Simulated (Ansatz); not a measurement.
## Amorphous Si$_{40}$Ge$_{8}$

The cell was made by melting and quenching with the CHGNet potential and then relaxed with DFT. It is a model cell: composition and starting density were chosen by hand, and all elements were melted together. No dispersion term was used.

Calculation: PBE, scalar-relativistic without spin-orbit coupling (plane waves to 420 eV, PAW; Ansatz, a program for electronic structure). Geometry, pressure, stress and energy are those of the PBE run. Its sampling: a 2×2×2 Γ-centred mesh; Fermi-Dirac width 0.05 eV; no spin polarisation. The levels at the Fermi energy are partly filled. A closed spacing in one fast-quenched cell at PBE doesn't show the material to be a metal.

```yaml
number_of_atoms_in_the_cell: 48
Density (volume relaxed, without dispersion): 2.71 g/cm^3
volume_per_atom: 21.74 Å³
Pressure on a 2×2×2 Γ-centred mesh: 0.00 GPa
Largest force and stress component on that mesh (the relaxation ran on one k-point at (1/4, 1/4, 1/4)): 0.29 eV/Å and 3.6 GPa
Energy relative to silicon + germanium (lowest mix at this level among the phases computed, not always the ambient ones): 0.339 eV/atom
Gap on a 2×2×2 Γ-centred mesh (PBE): within the smearing (under twice its width)
```

Cut-offs for bonds: Si-Si 2.74 Å, Si-Ge 2.80 Å, Ge-Ge 2.74 Å.

```json
{
  "Mean coordination of Si": "4.10 (2 with 3, 33 with 4, 4 with 5, 1 with 6)",
  "Mean coordination of Ge": "3.75 (2 with 3, 6 with 4)",
  "Mean Si-Si bond": "2.405 Å (spread 0.082 Å, 69 counted)",
  "Mean Si-Ge bond": "2.469 Å (spread 0.069 Å, 26 counted)"
}
```

Its density started from a set value of 2.73 g/cm³. Cooling (nominally 220 K/ps over its main leg) ran many orders faster than in experiment, which tends to leave more defects and strain. Values belong to this one cell and scatter from quench to quench. The volume was free in the relaxation, at fixed shape. Stress components on the final sampling reach 3.6 GPa. On a 2×2×2 Γ-centred mesh force components of up to 0.29 eV/Å stay, since the relaxation ran on one k-point at (1/4, 1/4, 1/4).
